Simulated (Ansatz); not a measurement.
Phonon-limited electron mobility of C (Fd-3m) in cm²/(V·s), Ansatz (a quantum-chemistry and plane-wave program) with PBE, finite-displacement electron-phonon coupling, linearised Boltzmann equation. Condition of this run: measured lattice constant, not relaxed. Geometry: cell at a tabulated measured lattice constant.

| Condition | μ |
|---|---|
| 200 K | 3400 |
| 250 K | 2300 |
| 300 K | … |
| 350 K | … |
| 400 K | 833 |
| 500 K | 474 |
| 600 K | 294 |

Fill in the missing entries.


- 300 K, μ: 1590
- 350 K, μ: 1140

What exponent p of μ ∝ T^−p fits 200 to 400 K (along x)?

p ≈ 2.0; acoustic deformation-potential scattering alone gives 1.5.

Scattering by harmonic phonons alone: no impurities, screening or carrier-carrier scattering, bands fixed at 0 K. From a coarser fine mesh the values given move by up to 5 %. The mesh was bound by memory.
